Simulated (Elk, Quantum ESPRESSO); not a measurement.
A Quantum ESPRESSO input for a self-consistent single point of YAl3Ag (Imm2, 5 atoms in the cell) (DFT, LDA (PZ), plane waves, PSlibrary ultrasoft (LDA) pseudopotentials):

```fortran
&control
  calculation = 'scf',
  outdir = './out',
  pseudo_dir = './',
  tprnfor = .true.,
  tstress = .true.,
/
&system
  ibrav = 0,
  nat = 5,
  ntyp = 3,
  ecutwfc = 50,
  ecutrho = 350,
  occupations = 'smearing',
  smearing = 'fd',
  degauss = 0.0036749,
/
&electrons
  conv_thr = 1e-10,
  mixing_beta = 0.4,
/
ATOMIC_SPECIES
Y     88.9058  Y.pz-spn-rrkjus_psl.1.0.0.UPF
Al    26.9815  Al.pz-n-rrkjus_psl.1.0.0.UPF
Ag   107.8682  Ag.pz-n-rrkjus_psl.1.0.0.UPF
ATOMIC_POSITIONS alat
Y     0.00000000    0.00000000    0.00024803
Al    0.32741031    0.00000000    0.44264771
Al    0.00000000    0.00000000    1.08010647
Al    0.00000000    0.00000000    0.69119302
Ag    0.00000000    0.32880568    0.44326779
K_POINTS automatic
7 7 7  0 0 0
CELL_PARAMETERS angstrom
  -2.10989800     2.11889000     5.70844700
   2.10989800    -2.11889000     5.70844700
   2.10989800     2.11889000    -5.70844700
```

### Question
Give the Elk input for the same structure, mesh, smearing and functional.

### Answer
This is the input that was run; spellings and numerical settings could be chosen otherwise.

```
tasks
  0

rmtscf
  0.98

swidth
  0.00183747

maxscl
  100

scale
  1.889726125

avec
   -2.1098980000    2.1188900000    5.7084470000
    2.1098980000   -2.1188900000    5.7084470000
    2.1098980000    2.1188900000   -5.7084470000

atoms
  3
  'Y.in'
  1
  0.0001400000  0.0001400000  0.0000000000    0.0 0.0 0.0
  'Al.in'
  3
  0.2498500000  0.7498500000  0.5000000000    0.0 0.0 0.0
  0.6096600000  0.6096600000  0.0000000000    0.0 0.0 0.0
  0.3901400000  0.3901400000  0.0000000000    0.0 0.0 0.0
  'Ag.in'
  1
  0.7502000000  0.2502000000  0.5000000000    0.0 0.0 0.0

ngridk
  7 7 7
```

Basis, cutoffs, solver keys and any potentials are the target program's own. This input uses DFT, LDA (PW92), all-electron FP-LAPW, Elk's shipped species files, default APW+lo basis. LDA parametrisations can differ slightly between programs.

The starting cell comes from a database of computed structures (which also holds hypothetical and non-ambient phases and stackings), without a prior relaxation at this level. Its lattice was rescaled by a random factor within 2.5 % of one.
